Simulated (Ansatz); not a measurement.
**What pressure 3 GPa does to Re**

Take Re in the hcp (Mg type) structure (space group P6_3/mmc, No. 194; a = 2.7508 Å, c = 4.4414 Å) as the base.

It is then changed as follows: a hydrostatic pressure of 3 GPa.

Computed with PBEsol (Ansatz, a quantum-chemistry and plane-wave program; PAW; 420 eV plane waves; spin-orbit coupling left out). k-mesh 19×19×11 (Γ-centred); smearing 0.05 eV (Fermi–Dirac).

| quantity | base | changed | shift |
|---|---|---|---|
| volume per atom | 14.55 Å³ | 14.44 Å³ | -0.11 Å³ |
| density | 21.25 g/cm³ | 21.41 g/cm³ | +0.16 g/cm³ |
| lattice parameter a | 2.751 Å | 2.744 Å | -0.007 Å |
| shortest interatomic distance | 2.730 Å | 2.723 Å | -0.007 Å |
| enthalpy H = E + PV relative to the base's energy | – | +0.27 eV/atom | – |
| band gap | zero | zero | – |

Final structure:

```yaml
crystal:
  lattice:
    - [2.74389, 0.00000, 0.00000]
    - [-1.37195, 2.37628, 0.00000]
    - [0.00000, 0.00000, 4.43031]
  atoms:
    - { symbol: Re, position: [0.33333, 0.66667, 0.75000] }
    - { symbol: Re, position: [0.66667, 0.33333, 0.25000] }
```

Cost of the whole job for the changed cell (relaxation, final SCF and bands): roughly 40 core-seconds.

Load acts through the strain it causes; cell and atoms are relaxed under it. No phonon test of stability was made. All final runs are without spin polarisation.
